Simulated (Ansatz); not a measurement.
Pyrite PtAs2, treated with PBE (PAW; Ansatz, a first-principles code).

Numerical settings: plane-wave cutoff 520 eV, 6×6×6 k mesh, Fermi–Dirac smearing 0.01 eV, scalar-relativistic PAW data made under PBE.

Cell (measured lattice):

```xyz
12
Lattice="5.9670 0.0000 0.0000 0.0000 5.9670 0.0000 0.0000 0.0000 5.9670" Properties=species:S:1:pos:R:3 pbc="T T T"
As     3.6814     5.2691     0.6979
As     0.6979     3.6814     5.2691
As     3.6814     3.6814     3.6814
As     2.2856     2.2856     2.2856
As     5.2691     0.6979     3.6814
As     5.2691     2.2856     0.6979
As     0.6979     5.2691     2.2856
As     2.2856     0.6979     5.2691
Pt     0.0000     2.9835     2.9835
Pt     2.9835     0.0000     2.9835
Pt     0.0000     0.0000     0.0000
Pt     2.9835     2.9835     0.0000
```

Q: What does this level give for the band gap, smallest direct gap on the k points sampled and Γ–Γ gap?

A: 
band gap: 0.26 eV
smallest direct gap on the k points sampled: 1.05 eV
Γ–Γ gap: 1.67 eV

Note: cell and atoms aren't relaxed at this level (pressure 7.0 GPa).

Spin–orbit coupling is not included; it can close the smallest gap of 0.26 eV.

Static lattice: no zero-point or thermal effects.
